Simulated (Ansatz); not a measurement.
**Report: zincblende BP (F-43m), biaxial stress in the (111) plane**

Cell and atoms are relaxed with PBEsol to each stress (compression positive); bands and masses by r2SCAN with spin-orbit coupling, rigid bands (plane waves, PAW; Ansatz, a program for electronic structure). Strains are changes of length against the unloaded cell.

```cif
data_BP
_chemical_formula_sum 'B1 P1'
_space_group_name_H-M_alt 'P 1'
_space_group_IT_number 1
_cell_length_a 3.19623
_cell_length_b 3.19623
_cell_length_c 3.19623
_cell_angle_alpha 60.000
_cell_angle_beta 60.000
_cell_angle_gamma 60.000
loop_
_space_group_symop_operation_xyz
  'x, y, z'
loop_
_atom_site_label
_atom_site_type_symbol
_atom_site_fract_x
_atom_site_fract_y
_atom_site_fract_z
_atom_site_occupancy
B1 B 0.00000 0.00000 0.00000 1
P1 P 0.25000 0.25000 0.25000 1
```

```csv
stress (GPa),strain [111] (%),strain [1−10] (%),gap (eV),mean mₑ*
-16.00,-0.80,4.20,1.192,0.35
-8.00,-0.38,1.91,1.298,0.33
-4.00,-0.19,0.91,1.345,0.32
0,0,0,1.383,0.32
4.00,0.18,-0.85,1.319,0.33
8.00,0.36,-1.64,1.241,0.33
12.00,0.54,-2.39,1.152,0.34
```

[111] is the normal of the loaded plane; [11−2] strains as [1−10]. Masses are conductivity masses at 300 K in electron masses, harmonic means over x, y and z.

Task: From the two loads next to zero, find the biaxial modulus and the ratio of out-of-plane to in-plane strain.

Result: Between -4.00 and 4.00 GPa the strain along [1−10] changes by -1.76 % and that along [111] by 0.37 %. The modulus is 8.00/0.0176 = 450 GPa and the ratio of the strains 0.21 (PBEsol, atoms relaxed).

Task: Is the response still linear at the largest tension?

Result: The modulus predicts 3.52 % at -16.00 GPa; the table has 4.20 %, so the crystal is softer there.

Task: How fast does the gap move on either side of zero load?

Result: Under tension, (1.298 − 1.383) eV over -8.00 GPa = 11 meV/GPa, or about -4.5 eV per unit strain; under compression, (1.319 − 1.383) eV over 4.00 GPa = -16 meV/GPa, or about 7.5 eV per unit strain. The two slopes part by 27 meV/GPa; gaps are resolved to about 0.01 eV, which allows 4 meV/GPa, so they differ, even in sign: the gap has a turning point near zero load.

Masses are those of dilute carriers in rigid bands with one relaxation time, without polarons. Third decimals of gaps are kept for the arithmetic. Every relaxation keeps the zincblende phase (space group R3m under this load), so a transition, a distortion that breaks the symmetry or fracture can't show.
